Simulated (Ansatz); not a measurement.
Abridged Ansatz (a quantum-chemistry and plane-wave program) output:

```
Pseudopotential: As, paw, valence charge 15
Crystal: 2 atoms, lattice volume = 43.790 Å³
Basis set: ecut = 500 eV, 1117 PW (Γ), exchange–correlation on 128×128×128 points (64 copies of the dense FFT grid, shifted against one another)
Bands: 19, of which v1, the nominal top of the filled ones, is band 15 counted from 1 (14 counted from 0)
Symmetry: 12 space group operations
k-points: 344 of 3375
Functional: x = r2scan, c = r2scan + rvv10(b = 11.95, C = 0.0093); τ floored in thin density (d = 2e-4 eV/Å³)
SCF iter   1: F=—  HF=-9726.620888 eV  |F-HF|=—  |Δ(HF+E_count)|=         —  Δρ=2.50e-2  dr2=1.81e-1  dr2_τ=2.67e-3  ethr=5.99e-4  ⟨swp⟩=1.0  Hψ=39323  notcnv=0
SCF iter   2: F=—  HF=-9726.665188 eV  |F-HF|=—  |Δ(HF+E_count)|=   4.43e-2  Δρ=1.69e-2  dr2=8.72e-2  dr2_τ=5.26e-4  ethr=5.99e-4  ⟨swp⟩=2.0  Hψ=7889  notcnv=0
SCF 1 converged in 11 iterations: F = -9726.684302 eV  dr2 = 1.78e-11
SCF converged after 11 iterations
Free energy (F): -9726.684302 eV
Internal energy: -9726.682932 eV  (E = F + TS)
E sigma→0 (E₀):  -9726.683617 eV
Entropy (-TS):   -0.001370 eV (-0.685 meV/atom)
Fermi energy:    10.027805 eV
--- Forces (eV/Å), atoms counted from 1 ---
  atom   1  As    -0.00000000    -0.00000000    -0.00002038
  atom   2  As     0.00000000     0.00000000     0.00002038
--- Stress (GPa, compression-positive) ---
       -0.000857      -0.000000      -0.000000
       -0.000000      -0.000857       0.000000
        0.000000      -0.000000       0.003089
  P = ⅓ Tr σ = 0.0005 GPa (0.005 kbar)
```

Problem. What was computed, and what are the main results?

Solution. As, 2 atoms in the cell, with r2SCAN+rVV10 (Ansatz, PAW, without spin-orbit coupling), earlier PAW set. The last SCF converged to F = -9726.684302 eV, or -4863.3422 eV per atom, at a pressure of 0.00 GPa. The total energy compares only with runs of the same code, potentials and settings.

Stability against distortions was not tested. The cell was made from Bi by this change: Bi → As.
